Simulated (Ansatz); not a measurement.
A user runs Ansatz (a quantum-chemistry and plane-wave program) on Rh (P6_3/mmc, 4 atoms in the cell) and asks whether the run is sound. The aim is a self-consistent single point with DFT, PBEsol, plane waves, default PAW files made with PBE.

This input was run:

Ansatz 0.2 input:
```yaml
crystal:
  lattice:
    - [2.700434, 0.000000, 0.000000]
    - [-1.350217, 2.338644, 0.000000]
    - [0.000000, 0.000000, 8.688664]
  atoms:
    - { symbol: Rh, position: [0.000000, 0.000000, 0.000000] }
    - { symbol: Rh, position: [0.000000, 0.000000, 0.500000] }
    - { symbol: Rh, position: [0.333333, 0.666667, 0.250000] }
    - { symbol: Rh, position: [0.666667, 0.333333, 0.750000] }
basis:
  ecutwfc: 105.0
kpoints:
  mp_grid: { grid: [11, 11, 3] }
hamiltonian:
  xc: pbesol
  pseudopotentials: { kind: paw }
scf:
  occupations: { method: cold, width: 0.05 }
output:
  forces: true
  eigenvalues: true
  stress: true
```

Log, with long lists cut:

```
   [... lines left out ...]
WARN ansatz: RAYON_NUM_THREADS=1 ignored (pool sized by the plan → 1); use --threads N
Pseudopotentials: kind: paw
Pseudopotential: Rh, paw, valence charge 17
Crystal: 4 atoms, lattice volume = 54.872 Å³
Basis set: ecut = 105 eV, 135 PW (Γ), exchange–correlation on 20×20×60 points (8 copies of the dense FFT grid, shifted against one another)
Bands: 41, of which v1, the nominal top of the filled ones, is band 34 counted from 1 (33 counted from 0)
Symmetry: 24 space group operations
Space group: P63/mmc (ITA 194), of the structure as read, at distance tolerance 3.8e-5 Å
k-points: 32 of 363
PAW frozen core: Rh, regenerated for the run's functional, and the local potential with it
Initial density: superposition of atomic densities (neutral atoms: chi_scale 0, normalization atom), corrected by the library's trained network
Initial wavefunctions: pseudopotential atomic-orbital guess
Eigensolver: davidson
Functional: x = pbesol(κ = 0.804, μ = 0.12345679012345678), c = pbesol(β = 0.046)
SCF iter   1: F=—  HF=-24843.860875 eV  |F-HF|=—  |Δ(HF+E_count)|=         —  Δρ=1.09e0  dr2=4.94e2  ethr=1.77e-3  ⟨swp⟩=1.0  Hψ=4279  notcnv=0
all-band conjugate gradients solve this SCF's bands
preconditioner: auto → Kerker (q_TF=auto, 2.828 Å⁻¹)
SCF iter   2: F=—  HF=-24683.576591 eV  |F-HF|=—  |Δ(HF+E_count)|=    1.60e2  S|Δr|=    0.00e0  Δρ=7.27e-1  dr2=2.24e2  ethr=1.77e-3  ⟨swp⟩=3.0  Hψ=3546  notcnv=0  defer=41
   [... lines left out ...]
SCF iter   8: F=—  HF=-24539.955790 eV  |F-HF|=—  |Δ(HF+E_count)|=   3.92e-5  S|Δr|=    0.00e0  Δρ=6.39e-5  dr2=2.72e-6  ethr=3.37e-7  ⟨swp⟩=1.8  Hψ=1397  notcnv=0  defer=29
SCF iter   9: F=—  HF=-24539.955022 eV  |F-HF|=—  |Δ(HF+E_count)|=   7.68e-4  S|Δr|=    0.00e0  Δρ=1.77e-5  dr2=9.31e-8  ethr=1.47e-10  ⟨swp⟩=8.3  Hψ=6163  notcnv=0
SCF iter  10: F=-24539.955022 eV  HF=-24539.955022 eV  |F-HF|=1.12e-9  |Δ(HF+E_count)|=   1.40e-9  S|Δr|=    0.00e0  Δρ=8.08e-6  dr2=1.96e-8  ethr=1.37e-10  ⟨swp⟩=2.0  Hψ=3302  notcnv=0
SCF 1 converged in 10 iterations: F = -24539.955022 eV  dr2 = 1.96e-8
Stability not checked (fill_not_monotonic)
Free energy (F): -24539.955022 eV
Internal energy: -24539.955032 eV  (E = F + TS)
E sigma→0 (E₀):  -24539.955026 eV
Entropy (-TS):   0.000009 eV (0.002 meV/atom)
Fermi energy:    29.592880 eV
--- Forces (eV/Å), atoms counted from 1 ---
  atom   1  Rh    -0.00000000     0.00000000     0.00000000
   [... zero for the other atoms too ...]
--- Stress (GPa, compression-positive) ---
       87.670622       0.000000      -0.000000
        0.000000      87.670622       0.000000
       -0.000000       0.000000      55.066833
  P = ⅓ Tr σ = 76.8027 GPa (768.027 kbar)
  The stress holds the Pulay correction. Without it, at fixed plane waves, as pw.x and ABINIT print it: P = -4395.4381 GPa
```

Is this run sound? If not, what is wrong?

The run is not sound. The fault is a basis or grid far too coarse for these potentials. Far below the cutoff that the potentials were made for, the basis cannot represent the orbitals near the nuclei, and energies, forces and above all the stress go wrong. To fix it, restore the cutoff that the potentials need and check convergence. The run converged in 10 iterations without an error; against the sound input the free energy goes up by 204 eV/atom and the pressure goes from -3.95 to 76.80 GPa. At a fixed set of plane waves, without the program's Pulay estimate, the pressure is -4395.44 GPa against -4.04 GPa.

An input that runs soundly differs in these lines (not the only fix; some lines may just follow from the change or write a value another way):
```diff
-basis:
-  ecutwfc: 105.0
-  occupations: { method: cold, width: 0.05 }
+  occupations: { method: cold, width: 0.0037 Ry }
```

With that input, the run converged in 6 iterations: free energy E − TS (on the zero of these files) -25354.8766 eV; Fermi level (on the code's own zero) 22.32 eV; pressure -3.95 GPa (DFT, PBEsol, plane waves, default PAW files made with PBE).

On the sound input: the starting cell was generated: these elements placed on a structure prototype, without a prior relaxation; it need not be a known phase or ordering of this composition. Spin polarisation is off. With a pressure of about -4 GPa the cell is away from its equilibrium volume at this level. Ansatz's pressure includes its estimate of the finite-basis (Pulay) stress.
